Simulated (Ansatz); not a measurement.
Sr₂BeN₂ (model structure, started from the Ca2ZnN2 type, I4/mmm, No. 139, 5 atoms in the cell): lattice parameter a by level of theory

No measured value is used here.

| level (code) | value (Å) |
|---|---|
| LDA (Ansatz) | 3.738 |
| PBE (Ansatz) | 3.832 |
| PBEsol (Ansatz) | 3.779 |

Ansatz's density-functional and Hartree–Fock values are scalar-relativistic unless marked +SOC, with PAW data made under PBE.

A model structure was made by putting elements into a prototype or built by hand; it is no filed structure, need not be a known phase, and can be a saddle point held by its symmetry.

Ansatz is a program for electronic structure.
